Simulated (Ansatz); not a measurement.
# A short convergence ladder for FePt (P4/mmm, 2 atoms in the cell)

```xyz
2
Lattice="2.7336 0.0000 0.0000 0.0000 2.7336 0.0000 0.0000 0.0000 3.7285" Properties=species:S:1:pos:R:3 pbc="T T T"
Fe     0.0000     0.0000     0.0000
Pt     1.3668     1.3668     1.8643
```
Moments meant for the start (each program seeds them in its own way; μB, in the order of the atoms Fe Pt): 3.0 0.0.

Base method: PBE (plane waves, PAW; Ansatz, an electronic-structure program).

Base settings: basis.ecutwfc = 420 eV; kpoints.mp_grid.grid = 12 12 9; hamiltonian.xc = pbe; hamiltonian.pseudopotentials = {kind: paw} (the program's default PAW files); magnetization.spin_polarized = true; scf.occupations.method = gaussian; scf.occupations.width = 0.1 eV.

The count of work is k-points × plane waves × bands × iterations; it is no time. 

**The size of a vacancy's supercell**

On FePt (P4/mmm, 4 atoms in the cell), and larger cells.

Steps: 2 x 1 x 1 supercell, one Pt atom taken out, nothing relaxed; 2 x 2 x 1 supercell, one Pt atom taken out, nothing relaxed; and so on, with the mesh thinned in proportion.

Only quantities that move along the ladder and can be compared are tabulated.

```tsv
atoms	energy of the cell with the vacancy less the whole one (holds the removed atom on the program's zero: only its change counts) (eV)	count of work / last
4	12525.420	0.28
8	12525.332	0.39
16	12525.146	1.0
```

Smallest size that holds the energy of the cell with the vacancy less the whole one (holds the removed atom on the program's zero: only its change counts) within 0.1 eV: not settled: the last two steps still differ by 0.19 eV, over half the tolerance, so the ladder does not show it.

On the base run: the starting cell has typed, rounded lattice constants, without a prior relaxation at this level. Its lattice was rescaled by up to half a per cent. The magnetic order is the one reached from the typed start; others were not searched systematically.

Left out of this page: 2 runs of the series stopped by limits of time or memory.

Keys are those of Ansatz 0.2.
